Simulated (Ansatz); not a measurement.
# Mg3Sb2: response to strain

The reference is Mg₃Sb₂ (space group P-3m1, No. 164).

```
CELL_PARAMETERS angstrom
      4.56852     0.00000     0.00000
     -2.28426     3.95646     0.00000
      0.00000     0.00000     7.24992
ATOMIC_POSITIONS crystal
  Sb 0.33333 0.66667 0.22871
  Sb 0.66667 0.33333 0.77129
  Mg 0.00000 0.00000 0.00000
  Mg 0.33333 0.66667 0.63356
  Mg 0.66667 0.33333 0.36644
```

Cartesian axes are those of the cell as printed.

Strains are applied to the cell and any free atomic positions relax; under biaxial strain the out-of-plane vector relaxes too.

The values are results of r2SCAN (Ansatz, a first-principles code), no SOC, earlier PAW set, not measurements.

Candidates:
(a) biaxial strain +1.88 %, plane normal [001], relaxed out of plane
(b) biaxial strain +4.31 %, plane normal [001], relaxed out of plane
(c) isotropic strain +2.12 %

Before the change:

Band gap: 0.61 eV

Order them by band gap, highest first.

(c) isotropic strain +2.12 % (0.58 eV), (a) biaxial strain +1.88 %, plane normal [001], relaxed out of plane (0.45 eV), (b) biaxial strain +4.31 %, plane normal [001], relaxed out of plane (0.24 eV)

With Sb present, leaving out spin-orbit coupling can change the band edges. Whether these cells are dynamically stable was not tested. The zero or small gap of Mg3Sb2 under biaxial strain +4.31 %, plane normal [001], relaxed out of plane can change with the level of theory.
